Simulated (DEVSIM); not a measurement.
System: Al/SiO2/p-Si capacitor, at 300 K.

```csv
layer (left to right),material,thickness (nm),Na (cm⁻³)
1,SiO2,32.0,-
2,Si,2200,6.9e16
```

Metal gate on the left, work function 4.1 eV. Fixed charge at the semiconductor interface 0 cm⁻² (in units of +e); interface traps 8.6e10 cm⁻² eV⁻¹, uniform in energy, neutral level at 0.7 of the gap above the valence band.

The device is made up for the run: typed textbook-type constants, with dimensions and the other settings drawn at random. Values at 300 K.

```csv
parameter,SiO2,Si
gap (eV),9,1.124
affinity (eV),0.9,4.05
permittivity,3.9,11.7
Nc (cm⁻³),-,2.86e19
Nv (cm⁻³),-,3.1e19
```

DEVSIM, 1D Poisson equation in equilibrium, Boltzmann statistics, complete ionisation; no quantum confinement or tunnelling. Metal contacts follow the ideal Schottky-Mott rule: no Fermi-level pinning, no interface dipoles.

Question: Tabulate band edges, carrier densities and field at 0.4 V on the gate.

Answer: Energies count from the Fermi level of the right contact; mesh points crowd at the junctions.

```
x (μm)    Ec (eV)  Ev (eV)  n (cm⁻³)  p (cm⁻³)  field (V/cm)
--------  -------  -------  --------  --------  ------------
0.000       2.800   -6.200     < 1e2     < 1e2        270000
0.001495    2.841   -6.159     < 1e2     < 1e2        270000
0.004773    2.931   -6.069     < 1e2     < 1e2        270000
0.01196     3.128   -5.872     < 1e2     < 1e2        270000
0.02513     3.489   -5.511     < 1e2     < 1e2        270000
0.02955     3.610   -5.390     < 1e2     < 1e2        270000
0.03156     3.665   -5.335     < 1e2     < 1e2        270000
0.03337     0.540   -0.584    2.4e10     4.8e9         92000
0.03674     0.570   -0.554     7.5e9    1.6e10         89000
0.04460     0.637   -0.487     5.7e8    2.0e11         80000
0.06292     0.766   -0.358   3800000    3.1e13         61000
0.1289      0.957   -0.167      2400    4.9e16          5500
0.2596      0.966   -0.158      1700    6.9e16           ≈ 0
0.5642      0.966   -0.158      1700    6.9e16           ≈ 0
1.500       0.966   -0.158      1700    6.9e16           ≈ 0
1.919       0.966   -0.158      1700    6.9e16           ≈ 0
2.098       0.966   -0.158      1700    6.9e16           ≈ 0
2.175       0.966   -0.158      1700    6.9e16           ≈ 0
2.214       0.966   -0.158      1700    6.9e16           ≈ 0
2.225       0.966   -0.158      1700    6.9e16           ≈ 0
2.230       0.966   -0.158      1700    6.9e16           ≈ 0
2.232       0.966   -0.158      1700    6.9e16           ≈ 0
```
